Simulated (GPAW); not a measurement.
Worked example: self-consistent single point of Co (P6_3/mmc, 2 atoms in the cell) in GPAW.

Level of theory: r2SCAN, GPAW PAW datasets PBE (gpaw-data 1.0.1) (plane waves; GPAW).

```yaml
crystal:
  lattice:
    - [2.47843, 0.00000, 0.00000]
    - [-1.23921, 2.14638, 0.00000]
    - [0.00000, 0.00000, 4.03160]
  atoms:
    - { symbol: Co, position: [0.33333, 0.66667, 0.25000], spin: 3.0 }
    - { symbol: Co, position: [0.66667, 0.33333, 0.75000], spin: 3.0 }
```
(The spins are starting values, not results.)

Reference input (self-consistent single point, DFT PBE, plane waves, GPAW PAW datasets PBE (gpaw-data 1.0.1)): spinpol = true; mode = pw; ecut = 850 eV; xc = PBE; kpts = 11 11 6; mesh shift (steps) = 0 0 0; occupations.name = fermi-dirac; occupations.width = 0.1 eV; nbands = -8; convergence.forces = 0.001 eV/Å; symmetry.symmorphic = false; symmetry.tolerance = 0.0005. This run's input differs from it in these lines:

```diff
@@ -16,3 +16,3 @@
             mode={'name': 'pw', 'ecut': 850},
-            xc='PBE',
+            xc='MGGA_X_R2SCAN+MGGA_C_R2SCAN',
             kpts={'size': (11, 11, 6), 'gamma': True},
```

Output (repeated stretches shortened):

```
     iter     time        total  log10-change:         magmom
                         energy   eigst   dens  force
iter:   1 --:--:--   -25.157388                          +6.0094
iter:   2 --:--:--   -27.110207   -0.82  -1.64           +4.7287
iter:   3 --:--:--   -27.257160   -1.75  -1.71           +3.3103
iter:   4 --:--:--   -27.324038   -1.91  -1.76           +3.5643
iter:   5 --:--:--   -27.343078   -2.45  -2.02           +3.5366
iter:   6 --:--:--   -27.337513   -2.78  -2.04           +3.5260
iter:   7 --:--:--   -27.337333c  -3.33  -2.53           +3.5345
iter:   8 --:--:--   -27.336461c  -3.81  -3.08           +3.4976
iter:   9 --:--:--   -27.337372c  -4.68  -3.06           +3.5748
iter:  10 --:--:--   -27.337395c  -5.78  -3.38           +3.5668
iter:  11 --:--:--   -27.337389c  -6.19  -3.71           +3.5659
iter:  12 --:--:--   -27.337384c  -6.62  -3.86           +3.5657
iter:  13 --:--:--   -27.337383c  -7.42c -4.08c          +3.5656
iter:  14 --:--:--   -27.337383c  -7.58c -4.11c -16.60c   +3.5655
Converged after 14 iterations.

Dipole moment: (-0.000000, 0.000000, -0.000000) |e|*Ang

Total magnetic moment: (0.000000, 0.000000, 3.565521)
Local magnetic moments:
   0 Co ( 0.000000,  0.000000,  1.923225)
   1 Co ( 0.000000,  0.000000,  1.923225)

Energy contributions relative to reference atoms: (reference = -75805.419811)

Kinetic:        +27.204211
Potential:      -22.393996
External:        +0.000000
XC:             -31.954802
Entropy (-ST):   -0.057408
Local:           -0.164092
SIC:             +0.000000
--------------------------
Free energy:    -27.366087
Extrapolated:   -27.337383

Spin contamination: 0.293073 electrons
Showing only first 2 kpts
                      Up                     Down
 Kpt  Band  Eigenvalues  Occupancy  Eigenvalues  Occupancy
  0     7      8.13480    1.00000     10.39738    0.99249
   [... lines left out ...]

Fermi level: 10.88580

No gap
No difference between direct/indirect transitions
Energy (eV): -27.337383

Forces in eV/Ang:
  0 Co   -0.00000    0.00000    0.00000
  1 Co    0.00000   -0.00000    0.00000

Stress tensor:
    -0.002427    -0.000000     0.000000
    -0.000000    -0.002427    -0.000000
     0.000000    -0.000000    -0.003472
Stress (GPa, Voigt): [-0.3888 -0.3888 -0.5562 -0.      0.     -0.    ]
```

The run converged in 14 iterations. GPAW prints stress with tension positive. Against the reference run the pressure goes from 3.47 to 0.44 GPa and the size of the net moment goes from 1.57 to 1.78 μB/atom.

The starting cell comes from a database of computed structures (which also holds hypothetical and non-ambient phases and stackings), without a prior relaxation at this level. Its lattice was rescaled by a random factor within 2.5 % of one. The magnetic order is the one reached from the typed start; others were not searched systematically.

Cost on one core of a shared machine: roughly 2 min.
